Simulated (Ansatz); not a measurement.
We consider antifluorite K₂S, described by BLYP (plane waves, PAW; Ansatz, a program for electronic structure).

Run with plane-wave cutoff 520 eV, 8×8×8 k mesh, Fermi–Dirac smearing 0.01 eV, scalar-relativistic PAW data made under PBE.

The cell is scaled about its equilibrium volume:

```
V (Å³/atom)  P (GPa)  direct gap at Γ (eV)  smallest gap on the k mesh (eV)
-----------  -------  --------------------  -------------------------------
33.960          1.19                 2.593                            2.394
34.682          0.75                 2.521                            2.341
35.405          0.35                 2.453                            2.290
36.127          0.00                 2.387                            2.240
36.850         -0.32                 2.324                            2.191
37.572         -0.61                 2.264                            2.144
38.295         -0.86                 2.206                            2.099
```

The fundamental gap (2.24 eV at the equilibrium volume, with added k points) lies elsewhere than Γ–Γ.
